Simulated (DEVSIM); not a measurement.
Structure: Pt/SiON/p-GaSb capacitor, at 300 K.

```tsv
layer (left to right)	material	thickness (nm)	Na (cm⁻³)
1	SiON	4.00	-
2	GaSb	2900	4.3e16
```

Metal gate on the left, work function 5.6 eV. Fixed charge at the semiconductor interface 0 cm⁻² (in units of +e); no interface traps.

Constants are typed, rounded textbook-type inputs, not results; the design itself was drawn at random and stands for no fabricated device. Values at 300 K.

```csv
parameter,SiON,GaSb
gap (eV),7,0.726
affinity (eV),1.4,4.06
permittivity,5.5,15.7
Nc (cm⁻³),-,2.1e17
Nv (cm⁻³),-,1.8e19
```

Model (solved in DEVSIM): 1D Poisson equation in equilibrium, Boltzmann statistics, complete ionisation; no quantum confinement or tunnelling. Metal contacts follow the ideal Schottky-Mott rule: no Fermi-level pinning, no interface dipoles.

Problem. Tabulate band edges, carrier densities and field at 1.3 V on the gate.

Solution. Energies count from the Fermi level of the right contact; mesh points crowd at the junctions.

```csv
x (μm),Ec (eV),Ev (eV),n (cm⁻³),p (cm⁻³),field (V/cm)
0.000,2.900,-4.100,< 1e2,< 1e2,140000
0.001020,2.914,-4.086,< 1e2,< 1e2,140000
0.002261,2.932,-4.068,< 1e2,< 1e2,140000
0.003468,2.949,-4.051,< 1e2,< 1e2,140000
0.004835,0.301,-0.425,1.9e12,1.3e12,49000
0.007045,0.311,-0.415,1.2e12,1.9e12,48000
0.01170,0.333,-0.393,5.3e11,4.5e12,46000
0.02651,0.395,-0.331,4.8e10,5.0e13,38000
0.05104,0.475,-0.251,2.2e9,1.1e15,26000
0.1044,0.555,-0.171,1.0e8,2.4e16,6100
0.2168,0.570,-0.156,5.6e7,4.3e16,54
0.5743,0.570,-0.156,5.6e7,4.3e16,≈ 0
1.207,0.570,-0.156,5.6e7,4.3e16,≈ 0
2.032,0.570,-0.156,5.6e7,4.3e16,≈ 0
2.578,0.570,-0.156,5.6e7,4.3e16,≈ 0
2.750,0.570,-0.156,5.6e7,4.3e16,≈ 0
2.832,0.570,-0.156,5.6e7,4.3e16,≈ 0
2.870,0.570,-0.156,5.6e7,4.3e16,≈ 0
2.892,0.570,-0.156,5.6e7,4.3e16,≈ 0
2.899,0.570,-0.156,5.6e7,4.3e16,≈ 0
2.902,0.570,-0.156,5.6e7,4.3e16,≈ 0
2.904,0.570,-0.156,5.6e7,4.3e16,≈ 0
```
